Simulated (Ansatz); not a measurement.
FeAs2 (Pnnm): band-edge transport data

Data:

```yaml
crystal:
  lattice:
    - [5.24329, 0.00000, 0.00000]
    - [0.00000, 5.90545, 0.00000]
    - [0.00000, 0.00000, 2.84077]
  atoms:
    - { symbol: Fe, position: [0.00000, 0.00000, 0.00000] }
    - { symbol: Fe, position: [0.50000, 0.50000, 0.50000] }
    - { symbol: As, position: [0.17931, 0.36038, 0.00000] }
    - { symbol: As, position: [0.82069, 0.63962, 0.00000] }
    - { symbol: As, position: [0.67931, 0.13962, 0.50000] }
    - { symbol: As, position: [0.32069, 0.86038, 0.50000] }
```

Level of theory: r2SCAN, rigid bands (plane waves, PAW, scalar-relativistic; Ansatz, a program for electronic structure). Condition of this run: functional r2SCAN on the same cell. Cell: cell and atoms relaxed with PBEsol.

```
Item                                                                                                                                                              Value
---------------------------------------------------------------------------------------------------------------------------------------  ------------------------------
band gap                                                                                                                                                        0.52 eV
electron conductivity mass (300 K, dilute)                                                                                               1.04 (x), 2.8 (y), 1.02 (z) mₑ
effective density of states N_c (300 K)                                                                                                                     8.8e19 cm⁻³
density-of-states mass, electrons                                                                                                                                2.3 mₑ
Seebeck coefficient, n-type 1e19 cm⁻³, 300 K                                                                                                                  -405 μV/K
best n-type power factor at 300 K for τ = 10 fs (best axis; densities from 1e16 to 1e21 cm⁻³ tried, whether or not they can be reached)    15.4 μW/(cm·K²) at 3e20 cm⁻³
```

Rigid bands; masses and Seebeck coefficients take one relaxation time τ for all states and one kind of carrier; polarons and phonon drag are left out. Spin-orbit coupling is left out. Geometry: cell and atoms relaxed with PBEsol.

Formula and space group known from diffraction (Crystallography Open Database), not checked to be the room-temperature form: FeAs2 (Pnnm). Treated as nonmagnetic, magnetic states not searched for: FeAs2 (Pnnm).
